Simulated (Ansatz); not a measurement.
The parent structure is TiC in the rock salt structure (space group Fm-3m, No. 225).

```yaml
crystal:
  lattice:
    - [0.00000, 2.16392, 2.16392]
    - [2.16392, 0.00000, 2.16392]
    - [2.16392, 2.16392, 0.00000]
  atoms:
    - { symbol: Ti, position: [0.00000, 0.00000, 0.00000] }
    - { symbol: C, position: [0.50000, 0.50000, 0.50000] }
```

Calculations: r2SCAN/PAW in Ansatz (a quantum-chemistry and plane-wave program), scalar-relativistic without spin-orbit coupling.

One change was made to it. Results:

The density goes up by 0.04 g/cm³, from 4.91 g/cm³ to 4.95 g/cm³; the shortest interatomic distance decreases by 0.006 Å (2.164 Å → 2.158 Å).

**Question.** Which of these changes matches the shifts?
A) pressure 9 GPa
B) pressure −2 GPa
C) pressure 2.1 GPa

**Answer.** C, pressure 2.1 GPa. For comparison, the density in the other runs: pressure −2 GPa gives 4.87 g/cm³; pressure 9 GPa gives 5.07 g/cm³.

Load acts through the strain it causes; cell and atoms are relaxed under it. No phonon test of stability was made. Competing high-pressure phases were not computed. The final runs are not spin-polarised.
